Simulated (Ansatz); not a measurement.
**Fermi-surface data of TiC under load (space group Immm)**

Given:

```
TiC
1.0
   -0.00295     2.14495     2.14736
    2.14495    -0.00295     2.14736
    2.14200     2.14200     0.00000
Ti C
1 1
Direct
  0.00000   0.00000   0.00000
  0.50000   0.50000   0.50000
```

Method: PBEsol, rigid bands (plane waves, PAW, scalar-relativistic; Ansatz, a quantum-chemistry and plane-wave program). Condition of this run: uniaxial stress along [110] of 1 GPa (compression positive) (the target of the relaxation). Geometry: cell and atoms relaxed with PBEsol, then loaded as said.

```
Quantity                                                          Result
------------------------------------  ----------------------------------
density of states at the Fermi level  0.288 states/(eV·cell), both spins
bare Sommerfeld coefficient                    0.34 mJ/(mol of atoms·K²)
Drude plasma energy                                               3.6 eV
root-mean-square Fermi velocity                                5.8e5 m/s
resistivity times τ                                      38 ×10⁻²² Ω·m·s
```

A metal at this level (no band gap); rigid bands, thermally averaged at 300 K, both spins. Spin-orbit coupling is left out. τ is one relaxation time for all states.
